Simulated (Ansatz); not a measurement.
Cell and atoms of amorphous Ti₂₀O₄₁Li₂:

```
CELL_PARAMETERS angstrom
      8.95977     0.11087     0.05271
      0.11087     9.12541    -0.13188
      0.05271    -0.13188     9.29962
ATOMIC_POSITIONS crystal
  Ti 0.28471 0.46670 0.78978
  Ti 0.89534 0.81528 0.85787
  Ti 0.62392 0.14279 0.27124
  Ti 0.53339 0.34609 0.00023
  Ti 0.35156 0.85866 0.33348
  Ti 0.62329 0.90877 0.55222
  Ti 0.85502 0.14362 0.98188
  Ti 0.63190 0.60325 0.34910
  Ti 0.53237 0.97888 0.84331
  Ti 0.81724 0.54004 0.03418
  Ti 0.92042 0.48573 0.65094
  Ti 0.20060 0.21021 0.42554
  Ti 0.56382 0.30372 0.58489
  Ti 0.15275 0.07549 0.78968
  Ti 0.96439 0.80238 0.47187
  Ti 0.26162 0.76463 0.65453
  Ti 0.89646 0.16815 0.58816
  Ti 0.09164 0.94890 0.15391
  Ti 0.15791 0.33665 0.08495
  Ti 0.41257 0.68493 0.03718
  O  0.50440 0.84408 0.99396
  O  0.24527 0.80653 0.14662
  O  0.48490 0.38828 0.76270
  O  0.76722 0.52480 0.22219
  O  0.00730 0.29858 0.48618
  O  0.30599 0.66647 0.85559
  O  0.58739 0.48112 0.49271
  O  0.22244 0.04275 0.29821
  O  0.77775 0.33630 0.66195
  O  0.08594 0.44210 0.74609
  O  0.22405 0.23625 0.87539
  O  0.76772 0.07988 0.15109
  O  0.19751 0.35445 0.27829
  O  0.46149 0.67897 0.25490
  O  0.13318 0.08945 0.58975
  O  0.59203 0.56016 0.98775
  O  0.84841 0.96626 0.55235
  O  0.57713 0.08455 0.65749
  O  0.51530 0.15174 0.94126
  O  0.51763 0.98162 0.32867
  O  0.96926 0.87792 0.28361
  O  0.33318 0.44777 0.01312
  O  0.42301 0.82909 0.52351
  O  0.53159 0.30525 0.19053
  O  0.72670 0.75841 0.42874
  O  0.87115 0.73322 0.03068
  O  0.01583 0.46537 0.04893
  O  0.70799 0.19731 0.43970
  O  0.61965 0.80972 0.71454
  O  0.76090 0.97405 0.88591
  O  0.17915 0.77948 0.44549
  O  0.32616 0.94293 0.77719
  O  0.83326 0.61193 0.78934
  O  0.04822 0.93743 0.94491
  O  0.03792 0.16394 0.09536
  O  0.95944 0.59955 0.49351
  O  0.94689 0.15284 0.78722
  O  0.29092 0.56852 0.61070
  O  0.05173 0.80551 0.69199
  O  0.75805 0.32591 0.97415
  O  0.37834 0.25612 0.50257
  Li 0.17180 0.54550 0.41958
  Li 0.61345 0.60217 0.77218
```

Methods: PBE, scalar-relativistic without spin-orbit coupling (Ansatz, an electronic-structure program); r2SCAN, scalar-relativistic without spin-orbit coupling (Ansatz); HSE06, scalar-relativistic without spin-orbit coupling (Ansatz). Neutral PBE cell, which sets geometry, pressure and energy: sampling: a 2×2×2 Γ-centred mesh; Fermi-Dirac width 0.02 eV; no spin polarisation. Exact exchange is cut at the faces of this 9 Å cell, which leaves hybrid gaps a finite-size error.

It comes from a melt-quench run on a machine-learned potential (CHGNet), relaxed afterwards by DFT. O atoms were pushed apart under 1.9 Å during the dynamics, to hinder bonds among them. The hot cell started wider than the set density and was brought back towards it in steps. It is the lowest in DFT energy of 2 quenches. It is a model cell: composition and starting density were chosen by hand, and all elements were melted together. No dispersion term was used. Its density started from a set value of 3.56 and ended at 3.56 g/cm³. The simulated quench (nominally 240 K/ps over its main leg) is rapid and tends to freeze in more defects than a deposited or slowly cooled glass has. A cell of this size samples the disorder only roughly. The volume was held where the preparation left it and the shape relaxed.

Give the pressure, the energy against reference phases and the spacing of the highest filled and lowest empty levels.


```json
{
  "Pressure on a 2×2×2 Γ-centred mesh": "-0.93 GPa",
  "Largest force and stress component on that mesh (the relaxation ran on the zone centre alone)": "0.14 eV/Å and 1.0 GPa",
  "Energy relative to anatase TiO2 + Li2O (Fm-3m) (lowest mix at this level among the phases computed, not always the ambient ones)": "0.098 eV/atom",
  "Level gap on a 2×2×2 Γ-centred mesh (PBE)": "2.60 eV",
  "Level gap at the zone centre (PBE)": "2.64 eV",
  "Level gap at the zone centre (r2SCAN)": "2.99 eV",
  "Level gap at the zone centre (HSE06)": "4.18 eV",
  "Distance between the nearest levels spread over more than a fifth of the atoms or a third of the atoms of their main element (six at least) (PBE, zone centre)": "2.84 eV"
}
```

At PBE and the zone centre, how localised are the states just below and above the Fermi level (participation number: the atoms over which a state spreads)?

The highest filled state is spread over 9.4 atoms' worth, largest on O25, with weights by element (charge in smoothed Voronoi cells) O 0.93, Ti 0.07, Li 0.00. The lowest empty state is spread over 15.6 atoms' worth, largest on Ti5, with weights by element (charge in smoothed Voronoi cells) Ti 0.81, O 0.19, Li 0.00.

At PBE the levels at the filled edge of the gap are localised (band-tail or defect states).

Cut-offs for bonds: Ti-Ti 3.12 Å, Ti-O 2.58 Å, Ti-Li 2.99 Å, O-O 1.58 Å, O-Li 2.33 Å, Li-Li 2.86 Å. Two cations that share two anions don't count as bonded, nor two that share one unless they lie closer than Ti-Ti 3.04 Å, Ti-Li 2.91 Å, Li-Li 2.78 Å.

Added carriers, by PBE, scalar-relativistic without spin-orbit coupling (Ansatz) on the zone centre alone. Charged cells keep the cell fixed and stand in a uniform background, with no image correction, at a width of 0.01 eV; where the count is odd the moment is locked at 1 μB, unless the neutral cell bore moments. Each starts from the undistorted neutral geometry alone. PBE's self-interaction favours spread-out carriers, so it can miss traps that a hybrid finds.

What happens at PBE when the cell takes an extra electron and the atoms relax?

Relaxation lowers the charged cell by 0.07 eV. The largest moves are Ti5 0.07 Å, Ti6 0.04 Å, Ti7 0.04 Å, O31 0.04 Å. The level that holds the added charge spreads over 11.1 atoms' worth, most on Ti5 (weight 0.20): a partly localised carrier. No bond crosses its cut-off with a change of over 0.15 Å (metal-metal contacts aside). Made neutral again at that geometry, the cell lies +0.13 eV from the neutral start.

What happens at PBE when the cell takes a hole and the atoms relax?

Relaxation lowers the charged cell by 0.36 eV. The largest moves are O31 0.49 Å, O25 0.24 Å, O30 0.22 Å, O55 0.20 Å. The level that was emptied spreads over 3.6 atoms' worth, most on O25 (weight 0.37): a localised (trapped) carrier, which neighbours of that atom can share. Bonds broken: Ti1-O31. Bonds formed: Ti14-O59. Made neutral again at that geometry, the cell lies +0.78 eV from the neutral start.
